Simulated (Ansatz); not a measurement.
# The (100) surface of rock-salt TaC, half the C sites of the top plane empty, c(2x2) (bottom of the slab: a bare face, its two planes held)

The numbers are results of PBE (plane waves to 420 eV, PAW; Ansatz, a program for electronic structure), not measurements.

Model: 23-atom slab, 11.2 Å thick at the start, 9x9x1 mesh, Fermi-Dirac 0.1 eV, dipole correction, 8 atoms held, the rest relaxed; start symmetry kept, larger cells not searched; no spin, no spin-orbit, no U. It is one candidate, not shown to be the stable structure of the face.

```
Quantity                                                       Value
-----------------------------  -------------------------------------
work function of the top face                                4.15 eV
energy released by relaxation                                0.76 eV
cost                           about 4 core-minutes (a rough figure)
```
